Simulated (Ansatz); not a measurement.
# FeCo: pressure series

Consider FeCo in the CsCl type structure (space group Pm-3m, No. 221; a = 2.800 Å; ferromagnetic).

Cell and atoms are relaxed at each pressure.

Calculations: PBEsol, PAW, 420 eV (Ansatz, a first-principles code; no spin-orbit coupling).

Notes on the quantities. enthalpy: H = E + PV relative to the base's energy.

```csv
case,enthalpy,largest site moment,shortest interatomic distance
base,–,2.71 μB,2.425 Å
pressure −2 GPa,-0.14 eV/atom,2.73 μB,2.433 Å
pressure −1 GPa,-0.07 eV/atom,2.72 μB,___
pressure 0.9 GPa,+0.06 eV/atom,2.71 μB,2.422 Å
pressure 2.1 GPa,+0.14 eV/atom,2.70 μB,2.418 Å
pressure 4.5 GPa,+0.31 eV/atom,2.68 μB,2.409 Å
pressure 9 GPa,+0.61 eV/atom,2.65 μB,2.395 Å
pressure 15 GPa,+1.00 eV/atom,2.62 μB,2.377 Å
pressure 22.5 GPa,+1.47 eV/atom,2.58 μB,2.358 Å
pressure 30 GPa,+1.94 eV/atom,2.55 μB,2.341 Å
```

Fill in the withheld entries from the trend.


- pressure −1 GPa, shortest interatomic distance: 2.429 Å

The magnetic state is the one reached from the starting moments; the real material's order can differ, and small cells can't hold many antiferromagnetic ones. Load acts through the strain it causes; cell and atoms are relaxed under it. No phonon test of stability was made. Competing high-pressure phases were not computed.
